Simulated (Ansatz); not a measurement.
Consider a 24-atom cell of Ru(S,Se)2 started in the pyrite structure, site fractions S 0.500, Se 0.500, short-range order -1.00 among the nearest mixed sites of the first mixed sublattice (0 is random, a negative value favours unlike neighbours), space group R-3 at the end, an ordered arrangement that its symmetry holds. Its start:

```yaml
crystal:
  lattice:
    - [5.84670, 0.00000, 5.84670]
    - [0.00000, 5.84670, 5.84670]
    - [-5.84910, -0.00239, 5.84910]
  atoms:
    - { symbol: Ru, position: [0.00000, 0.50000, 0.00000] }
    - { symbol: Ru, position: [0.50000, 0.50000, 0.50000] }
    - { symbol: Ru, position: [0.00000, 0.50000, 0.50000] }
    - { symbol: Ru, position: [0.50000, 0.50000, 0.00000] }
    - { symbol: Ru, position: [0.50000, 0.00000, 0.00000] }
    - { symbol: Ru, position: [0.00000, 0.00000, 0.50000] }
    - { symbol: Ru, position: [0.00000, 0.00000, 0.00000] }
    - { symbol: Ru, position: [0.50000, 0.00000, 0.50000] }
    - { symbol: Se, position: [0.57772, 0.11709, 0.19305] }
    - { symbol: S, position: [0.06649, 0.11997, 0.68805] }
    - { symbol: S, position: [0.93351, 0.88003, 0.31195] }
    - { symbol: Se, position: [0.42228, 0.88291, 0.80695] }
    - { symbol: S, position: [0.81355, 0.87844, 0.68805] }
    - { symbol: Se, position: [0.30520, 0.88467, 0.19305] }
    - { symbol: Se, position: [0.69480, 0.11533, 0.80695] }
    - { symbol: S, position: [0.18645, 0.12156, 0.31195] }
    - { symbol: Se, position: [0.30618, 0.38763, 0.41855] }
    - { symbol: S, position: [0.81236, 0.37527, 0.93709] }
    - { symbol: S, position: [0.18764, 0.62473, 0.06291] }
    - { symbol: Se, position: [0.69382, 0.61237, 0.58145] }
    - { symbol: S, position: [0.30802, 0.62550, 0.68805] }
    - { symbol: Se, position: [0.81013, 0.61215, 0.19305] }
    - { symbol: Se, position: [0.18987, 0.38785, 0.80695] }
    - { symbol: S, position: [0.69198, 0.37450, 0.31195] }
```

Calculation: r2SCAN (plane waves to 500 eV, PAW; Ansatz, a first-principles code). No spin–orbit coupling; the runs are not spin-polarised. Its k-point mesh 4×4×4, Fermi–Dirac width 0.01 eV.

Question: Predict the alloy's volume and bond lengths.

Answer: The volume per atom comes out as 16.35 Å³ and the Ru–S bonds (within 1.22 times the sum of covalent radii) is 2.418 Å on average, from 2.415 to 2.419 (24). The Ru–Se bonds (within 1.22 times the sum of covalent radii) comes out as 2.435 Å on average, from 2.434 to 2.437 (24).
